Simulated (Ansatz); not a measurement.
Consider Al₂Pt (space group Fm-3m, No. 225; a = 5.9465 Å; relaxed with 0.1 eV smearing).

Method: PBE, PAW, 420 eV (Ansatz, an electronic-structure program; spin-orbit coupling left out).

For the base:

```
Quantity    Value
--------  -------
Pressure  0.0 GPa
Band gap     zero
```

The change: the cell is scaled by 1.0100 in all directions, atoms relaxed at fixed cell.

Task: What happens to the energy relative to the base, pressure and band gap?

Result: The energy goes up by 6.1 meV/atom; the pressure goes from zero to -3.6 GPa; the band gap is still zero.

The cells carry an imposed strain or load. Stability against distortions was not tested. The final runs are not spin-polarised.
